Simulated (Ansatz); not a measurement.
## Ag: Ag → H

The reference is Ag in the fcc (Cu type) structure (space group Fm-3m, No. 225; a = 4.0544 Å).

Perturbation: full substitution Ag → H, then cell and atoms are relaxed.

Calculations: Kohn–Sham DFT with the PBEsol functional, run in Ansatz (a first-principles code) with PAW and 420 eV plane waves, no SOC. Γ-centred 35×35×35 mesh, Fermi–Dirac width 0.05 eV, for the changed cell.

```json
[
 {"quantity": "volume per atom", "base": "16.66 Å³", "changed": "2.92 Å³", "shift": "-13.74 Å³"},
 {"quantity": "density", "base": "10.75 g/cm³", "changed": "0.57 g/cm³", "shift": "-10.18 g/cm³"},
 {"quantity": "lattice parameter a", "base": "7.662 bohr", "changed": "4.287 bohr", "shift": "-3.375 bohr"},
 {"quantity": "space group", "base": "Fm-3m (No. 225)", "changed": "Fm-3m (No. 225)", "shift": "–"},
 {"quantity": "shortest interatomic distance", "base": "5.418 bohr", "changed": "3.031 bohr", "shift": "-2.387 bohr"},
 {"quantity": "band gap", "base": "zero", "changed": "zero", "shift": "–"}
]
```

Final structure:

```xyz
1
Lattice="0.0000 1.1342 1.1342 1.1342 0.0000 1.1342 1.1342 1.1342 0.0000" Properties=species:S:1:pos:R:3 pbc="T T T"
H      0.0000     0.0000     0.0000
```

No phonon test of stability was made.
